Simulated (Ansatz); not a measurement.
The starting structures come from a database of crystals and need not be the phases stable at ambient conditions.

The decay constant κ of evanescent states in the gap governs leakage through a thin film.

Data:

```xyz
9
Lattice="4.6918 0.0000 0.0000 0.0000 4.6918 0.0000 2.3459 -2.3459 3.3176" Properties=species:S:1:pos:R:3 pbc="T T T"
Mg     2.3459     0.0000     1.6588
Mg     4.6918     2.3459     1.6588
H      2.3459     2.3459     1.6333
H      4.6918     0.0000     1.6843
H      5.8468     1.1549     3.3176
H      3.5369    -1.1549     3.3176
H      3.5369     1.1549     3.3176
H      5.8468    -1.1549     3.3176
Os     0.0000     0.0000     0.0000
```

Space group of this cell: Fm-3m. The cell is taken as given.

Transport runs along the normal of the first two printed cell vectors, the (001) plane of the conventional cell.

The gap is the functional's own. No spin-orbit coupling. Mid-gap values are interpolated on the energy grid.

Q: State the band gap and the smallest decay constant κ at mid-gap according to Ansatz (a program for electronic structure) with r2SCAN.

A: Gap 3.83 eV on a 10×10×10 mesh; κ = 0.417 1/Å, at (0.333, 0.000) of the in-plane reciprocal vectors. At the zone centre, at the nearest computed energy, the slowest state has κ = 0.45 1/Å.
